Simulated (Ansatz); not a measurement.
Base system: Sc in the hcp (Mg type) structure (space group P6_3/mmc, No. 194; a = 3.275 Å, c = 5.105 Å; relaxed with 0.1 eV smearing).

The values are results of Ansatz (a quantum-chemistry and plane-wave program) PBEsol, without spin-orbit coupling, not measurements.

Strains are applied to the cell and any free atomic positions relax.

One change was made to it. Results:

The energy rises by 3.9 meV/atom; the pressure (mean of the normal stresses, compression positive) goes from zero to 1.8 GPa; the band gap stays zero.

### Question
Which change produced these results?
A. isotropic strain −1.00 %
B. isotropic strain −2.50 %
C. isotropic strain −0.50 %
D. isotropic strain −1.50 %
E. isotropic strain +1.00 %

### Answer
A, isotropic strain −1.00 %. For comparison, the pressure in the other runs: isotropic strain −2.50 % gives 4.9 GPa; isotropic strain +1.00 % gives -1.6 GPa; isotropic strain −1.50 % gives 2.8 GPa; isotropic strain −0.50 % gives 0.9 GPa.

Whether these cells are dynamically stable was not tested. All final runs are without spin polarisation.
